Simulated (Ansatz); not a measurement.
Consider Ta in the bcc (W type) structure (space group Im-3m, No. 229; a = 3.306 Å; relaxed with 0.1 eV smearing). Axes: x, y, z lie along the cube axes.

Calculations: DFT with r2SCAN, PAW potentials and a 500 eV plane-wave cutoff in Ansatz (a quantum-chemistry and plane-wave program), no spin-orbit coupling.

Before the change:

```
Item       Result
--------  -------
Pressure  0.0 GPa
```

Perturbation: a pure shear with ε_xy = ε_yx = 0.0057, atoms relaxed at fixed cell.

Q: Predict the new energy relative to the base.

A: The energy grows by 0.5 meV/atom.

Q: How does this affect the pressure?

A: The pressure (mean of the normal stresses, compression positive) stays 0.0 GPa.

The cells carry an imposed strain or load. Stability against distortions was not tested. All final runs are without spin polarisation.
